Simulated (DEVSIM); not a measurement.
Device: Schottky contact on n-type GaAs, at 300 K.

```
layer (left to right)  material  thickness (μm)  Nd (cm⁻³)  τn (s)  τp (s)
---------------------  --------  --------------  ---------  ------  ------
1                          GaAs            2.20       4e16    2e-8    2e-8
```

Left contact: Schottky, work function 4.91 eV, emission velocity 1.8e6 cm/s. Right contact: ohmic. Voltage is applied to the left contact. Recombination: SRH at mid-gap, radiative, Auger. Mobility is constant in doping.

Constants are typed, rounded textbook-type inputs, not results; the design itself was drawn at random and stands for no fabricated device. Values at 300 K.

```csv
parameter,GaAs
gap (eV),1.424
affinity (eV),4.07
permittivity,12.9
Nc (cm⁻³),4.7e17
Nv (cm⁻³),9e18
μn (cm²/Vs),8500
μp (cm²/Vs),400
B (cm³/s),2e-10
Cn (cm⁶/s),1e-30
Cp (cm⁶/s),1e-30
```

Model (solved in DEVSIM): 1D drift-diffusion, Boltzmann statistics, complete ionisation; no tunnelling, impact ionisation, image-force lowering or self-heating. Metal contacts follow the ideal Schottky-Mott rule: no Fermi-level pinning, no interface dipoles.

Problem. Give the dark reverse current.

Solution. 
```json
[
 {"V (V)": "-0.04", "J (A/cm²)": "-8.3e-10"},
 {"V (V)": "-0.10", "J (A/cm²)": "-1.0e-9"},
 {"V (V)": "-0.20", "J (A/cm²)": "-1.1e-9"},
 {"V (V)": "-0.30", "J (A/cm²)": "-1.1e-9"},
 {"V (V)": "-0.40", "J (A/cm²)": "-1.1e-9"},
 {"V (V)": "-0.60", "J (A/cm²)": "-1.1e-9"},
 {"V (V)": "-0.80", "J (A/cm²)": "-1.1e-9"},
 {"V (V)": "-1.00", "J (A/cm²)": "-1.1e-9"},
 {"V (V)": "-1.30", "J (A/cm²)": "-1.2e-9"},
 {"V (V)": "-1.60", "J (A/cm²)": "-1.2e-9"},
 {"V (V)": "-2.00", "J (A/cm²)": "-1.2e-9"}
]
```
